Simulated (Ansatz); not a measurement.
ZrTa (model structure, Pmma, No. 51, 4 atoms in the cell), treated with r²SCAN (plane waves, PAW; Ansatz, an electronic-structure program).

Numerical settings: plane-wave cutoff 560 eV, 12×16×12 k mesh (along the axes of the cell as run), Fermi–Dirac smearing 0.05 eV, scalar-relativistic PAW data made under PBE.

Cell (relaxed at this level):

```cif
data_Ta2Zr2
_chemical_formula_sum 'Ta2 Zr2'
_space_group_name_H-M_alt 'Pmma'
_space_group_IT_number 51
_space_group_name_Hall '-P 2a 2a'
_cell_length_a 4.65818
_cell_length_b 3.56881
_cell_length_c 4.97088
_cell_angle_alpha 90.000
_cell_angle_beta 90.000
_cell_angle_gamma 90.000
loop_
_atom_site_label
_atom_site_type_symbol
_atom_site_symmetry_multiplicity
_atom_site_Wyckoff_symbol
_atom_site_fract_x
_atom_site_fract_y
_atom_site_fract_z
_atom_site_occupancy
Ta1 Ta 2 e 0.75000 0.00000 0.18701 1
Zr1 Zr 2 f 0.25000 0.50000 0.27886 1
```

Q: What does this level give for the bulk modulus B0?

A: 
* **bulk modulus B0**: 123 GPa

The run finds no gap.

Note: the bulk modulus is −V dP/dV from two relaxed cells at ±2 % in volume; the relaxation could raise the start's symmetry but not lower it, so the cell can be a saddle point.

Spin–orbit coupling is not included.

The computed numbers hold no vibrational or temperature effects.

A model structure was made by putting elements into a prototype or built by hand; it is no filed structure, need not be a known phase, and can be a saddle point held by its symmetry.
